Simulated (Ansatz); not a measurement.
# Gaps and masses across 8 crystals of space group F-43m

All by r2SCAN, rigid bands (Ansatz, a program for electronic structure); geometry: cell and atoms relaxed with PBEsol.

| Crystal | volume per atom (Å³) | band gap | electron conductivity mass | E_g(mₑ/m* − 1) |
|---|---|---|---|---|
| GaAs | 22.7 | 1.00 eV | 0.060 mₑ | 15.6 eV |
| InP | 25.4 | 1.11 eV | 0.089 mₑ | 11.4 eV |
| BP | 11.5 | 1.39 eV | 0.32 mₑ | - |
| SiC | 10.3 | 1.71 eV | 0.30 mₑ | - |
| GaP | 20.1 | 1.84 eV | 0.34 mₑ | - |
| ZnSe | 22.3 | 1.94 eV | 0.136 mₑ | 12.3 eV |
| ZnS | 19.2 | 2.78 eV | 0.21 mₑ | 10.6 eV |
| BN | 5.9 | 5.00 eV | 0.38 mₑ | - |

The last column is given only where the electrons sit in one nearly round valley (density-of-states mass close to the conductivity mass).

**Question.** Does the electron mass follow the gap, and the gap the size of the cell?

**Answer.** The mass follows the gap loosely (rank correlation 0.62), and the gap follows the volume per atom loosely and inversely (-0.60). Rows with one valley and with several are mixed here. Lightest electrons: GaAs (F-43m); heaviest: BN (F-43m).

**Question.** Two-band k·p theory gives mₑ/m* = 1 + E_P/E_g for a minimum at Γ. Does one E_P serve the rows of the last column?

**Answer.** The column has a median of 11.8 eV and runs from 10.6 to 15.6 eV. So one E_P describes the set fairly well. The rule holds for a direct gap between s-like and p-like states; remote bands and masses at 300 K (above the band-edge mass in narrow gaps) make the implied E_P low.

Masses are for dilute carriers at 300 K, harmonic means over directions unless an axis is named. Spin-orbit coupling is left out.
